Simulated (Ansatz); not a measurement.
Abridged Ansatz (an electronic-structure program) output:

```
Pseudopotential: Na, paw, valence charge 9
Pseudopotential: Ba, paw, valence charge 10
Pseudopotential: H, paw, valence charge 1
Pseudopotential: Ir, paw, valence charge 17
Crystal: 9 atoms, lattice volume = 114.532 Å³
Basis set: ecut = 420 eV, 2229 PW (Γ), exchange–correlation on 80×80×80 points (8 copies of the dense FFT grid, shifted against one another)
Bands: 30, of which v1, the nominal top of the filled ones, is band 21 counted from 1 (20 counted from 0)
Symmetry: 24 space group operations
k-points: 29 of 512 (time reversal used)
Functional: x = pbesol(κ = 0.804, μ = 0.12345679012345678), c = pbesol(β = 0.046)
SCF iter   1: F=—  HF=-19236.326458 eV  |F-HF|=—  |Δ(HF+E_count)|=         —  Δρ=6.56e-3  dr2=3.86e-2  ethr=1.77e-3  ⟨swp⟩=8.4  Hψ=4750  notcnv=0  defer=29
SCF iter   2: F=—  HF=-19236.317031 eV  |F-HF|=—  |Δ(HF+E_count)|=   9.43e-3  Δρ=3.44e-3  dr2=1.55e-2  ethr=9.18e-5  ⟨swp⟩=2.2  Hψ=1415  notcnv=0  defer=105
SCF 1 converged in 9 iterations: F = -19236.312896 eV  dr2 = 4.65e-10
SCF converged after 9 iterations
Free energy (F): -19236.312896 eV
Internal energy: -19236.312896 eV  (E = F + TS)
E sigma→0 (E₀):  -19236.312896 eV
Fermi energy:    6.138117 eV
--- Forces (eV/Å), atoms counted from 1 ---
  atom   1  Na     0.00000000    -0.00000000    -0.00000000
  atom   2  Ba    -0.00000000     0.00000000    -0.00000000
  atom   3  H     -0.00003604    -0.00000000    -0.00000000
  atom   4  H      0.00000000     0.00000000    -0.00003604
  atom   5  H      0.00003604    -0.00000000    -0.00000000
  atom   6  H      0.00000000    -0.00000000     0.00003604
  atom   7  H      0.00000000     0.00003604     0.00000000
  atom   8  H      0.00000000    -0.00003604     0.00000000
  atom   9  Ir     0.00000000    -0.00000000     0.00000000
--- Stress (GPa, compression-positive) ---
       -0.000547       0.000000       0.000000
       -0.000000      -0.000547      -0.000000
        0.000000      -0.000000      -0.000547
  P = ⅓ Tr σ = -0.0005 GPa (-0.005 kbar)
```

**Question.** What was computed, and what are the main results?

**Answer.** BaNaIrH6, 9 atoms in the cell, with PBEsol (Ansatz; PAW; 420 eV plane waves; no spin-orbit coupling). The last SCF converged to F = -19236.312896 eV, or -2137.3681 eV per atom, at a pressure of 0.00 GPa. The total energy compares only with runs of the same code, potentials and settings.

Spin-orbit coupling, missing from the scalar runs, can matter with Ir. No phonon test of stability was made. The cell is BaNaIrH6 (space group F-43m, No. 216; a cell from a computed database, its experimental status unchecked).
